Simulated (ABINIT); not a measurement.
## A short convergence ladder for NiTe2 (P-3m1, 3 atoms in the cell)

```yaml
crystal:
  lattice:
    - [3.88675, 0.00000, 0.00000]
    - [-1.94337, 3.36602, 0.00000]
    - [0.00000, 0.00000, 5.38866]
  atoms:
    - { symbol: Ni, position: [0.00000, 0.00000, 0.00000] }
    - { symbol: Te, position: [0.33333, 0.66667, 0.24192] }
    - { symbol: Te, position: [0.66667, 0.33333, 0.75808] }
```

Base method: LDA (PW92), PAW (JTH v2.0 LDA PAW) (plane waves; ABINIT).

Base settings: pseudos = [Ni.LDA_PW-JTH.xml, Te.LDA_PW-JTH.xml]; ecut = 816 eV; pawecutdg = 1633 eV; pawxcdev = 0; occopt = 7; tsmear = 0.00367493 Ha; ngkpt = 5 5 3; nshiftk = 1; shiftk = 0 0 0; potentials = JTH v2.0 LDA PAW.

Core times come from one kind of shared machine, to one figure; runs under 30 s give none.

**The force threshold of a relaxation**

On NiTe2 (P3m1, 3 atoms in the cell): one atom moved by 0.15 angstrom.

In this ladder: toldfe = default; tolvrs = 1e-11; ionmov = 2; ntime = 40.

The mesh stays at the base's, so the ladder's end is converged at best in this setting alone.

Only quantities that move along the ladder and can be compared are tabulated.

| tolmxf | free energy less the last step's (meV/atom) | largest force left (eV/Å) | relaxation steps | core time / last (rough) |
|---|---|---|---|---|
| 0.00389 Ha/bohr | 0.15 | 0.0655 | 4 | 0.6 |
| 0.000972 Ha/bohr | 0.04 | 0.0414 | 6 | 0.6 |
| 0.000389 Ha/bohr | 0.01 | 0.0196 | 7 | 0.8 |
| 9.72e-05 Ha/bohr | 0.00 | 0.0047 | 8 | 0.9 |
| 1.94e-05 Ha/bohr | 0.00 | 0.0006 | 9 | 1 |

Coarsest tolmxf that holds the free energy within 0.05 meV/atom of the last step, with all finer ones: 0.000972 Ha/bohr; the step before is off by 0.15 meV/atom.

Coarsest tolmxf that holds the largest force left within 0.01 eV/Å of the last step, with all finer ones: 9.72e-05 Ha/bohr; the step before is off by 0.019 eV/Å.

On the base run: the starting cell comes from a database of computed structures (which also holds hypothetical and non-ambient phases and stackings), without a prior relaxation at this level. Its lattice was rescaled by up to half a per cent. Spin polarisation is off, so a magnetic state, if there is one, cannot be reached. In the base run, with a pressure of about -7 GPa the cell is away from its equilibrium volume at this level. Without a gap this mesh is coarse (it stands for a supercell whose shortest vector is 16 Å).
